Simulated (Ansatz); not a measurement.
Worked example: self-consistent single point of the (001) slab of SrIn2 (cut from a parent of space group no. 194; 6 atoms in the cell) in Ansatz (a quantum-chemistry and plane-wave program).

Method: LDA (PW92), PAW files made with PBE (plane waves; Ansatz).

```
In2Sr
1.0
    5.06967     0.00000     0.00000
   -2.53484     4.39046     0.00000
    0.00000     0.00000    21.39719
Sr In
2 4
Direct
  0.00000   0.00000   0.59529
  0.00000   0.00000   0.40471
  0.33333   0.66667   0.67285
  0.66667   0.33333   0.32715
  0.66667   0.33333   0.48227
  0.33333   0.66667   0.51773
```

Reference input (self-consistent single point, DFT, LDA (PW92), plane waves, PAW files made with PBE): basis.ecutwfc = 30.9 Ry; kpoints.mp_grid.grid = 7 7 1; hamiltonian.xc = lda; hamiltonian.pseudopotentials = {kind: paw} (the program's default PAW files); scf.occupations.method = gaussian; scf.occupations.width = 0.0073 Ry. This run's input differs from it in these lines:

Ansatz 0.2 input:
```diff
@@ -15,3 +15,3 @@
 kpoints:
-  mp_grid: { grid: [7, 7, 1] }
+  mp_grid: { grid: [19, 19, 1] }
 hamiltonian:
```

Output (repeated stretches shortened):

```
SCF iter   1: F=—  HF=-28717.719858 eV  |F-HF|=—  |Δ(HF+E_count)|=         —  Δρ=1.21e-2  dr2=5.31e0  ethr=3.10e-3  ⟨swp⟩=14.5  Hψ=11190  notcnv=0
all-band conjugate gradients solve this SCF's bands
preconditioner: auto → LDOS
SCF iter   2: F=—  HF=-28717.125150 eV  |F-HF|=—  |Δ(HF+E_count)|=   5.95e-1  Δρ=1.08e-2  dr2=7.76e-1  ethr=3.10e-3  ⟨swp⟩=3.1  Hψ=3678  notcnv=0  defer=66
   [... lines left out ...]
SCF iter   6: F=—  HF=-28716.883229 eV  |F-HF|=—  |Δ(HF+E_count)|=   2.01e-5  Δρ=5.57e-5  dr2=1.77e-5  ethr=2.61e-7  ⟨swp⟩=2.2  Hψ=3037  notcnv=0  defer=83
SCF iter   7: F=—  HF=-28716.883234 eV  |F-HF|=—  |Δ(HF+E_count)|=   5.77e-6  Δρ=2.15e-5  dr2=3.22e-6  ethr=2.46e-8  ⟨swp⟩=2.0  Hψ=2860  notcnv=0  defer=83
SCF iter   8: F=—  HF=-28716.883234 eV  |F-HF|=—  |Δ(HF+E_count)|=   1.39e-7  Δρ=4.73e-6  dr2=1.68e-7  ethr=4.47e-9  ⟨swp⟩=2.0  Hψ=2828  notcnv=0  defer=83
SCF iter   9: F=-28716.883234 eV  HF=-28716.883234 eV  |F-HF|=2.83e-9  |Δ(HF+E_count)|=   7.44e-8  Δρ=1.38e-6  dr2=1.15e-8  ethr=1.39e-10  ⟨swp⟩=17.5  Hψ=10717  notcnv=0
SCF 1 converged in 9 iterations: F = -28716.883234 eV  dr2 = 1.15e-8
Free energy (F): -28716.883234 eV
Internal energy: -28716.861840 eV  (E = F + TS)
E sigma→0 (E₀):  -28716.872537 eV
Entropy (-TS):   -0.021394 eV (-3.566 meV/atom)
Fermi energy:    0.824291 eV
--- Forces (eV/Å), atoms counted from 1 ---
  atom   1  Sr     0.00000000    -0.00000000    -0.12172795
  atom   2  Sr     0.00000000     0.00000000     0.12172795
  atom   3  In    -0.00000000     0.00000000    -0.17064107
  atom   4  In     0.00000000    -0.00000000     0.17064107
  atom   5  In    -0.00000000     0.00000000    -0.00459841
  atom   6  In    -0.00000000    -0.00000000     0.00459841
--- Stress (GPa, compression-positive) ---
       -1.435788      -0.000000      -0.000000
       -0.000000      -1.435788       0.000000
       -0.000000      -0.000000      -0.590124
  P = ⅓ Tr σ = -1.1539 GPa (-11.539 kbar)
  The stress holds the Pulay correction. Without it, at fixed plane waves, as pw.x and ABINIT print it: P = -1.1581 GPa
```

The run converged in 9 iterations. Against the reference run the free energy drops by 2.5 meV/atom and the largest force moves little (0.175 to 0.171 eV/Å).

The starting cell comes from a database of computed structures (which also holds hypothetical and non-ambient phases and stackings), without a prior relaxation at this level. The slab is cut from that crystal, and its faces are unrelaxed. Its lattice was rescaled by up to half a per cent.

Cost on one core of a shared machine: roughly 60 s.
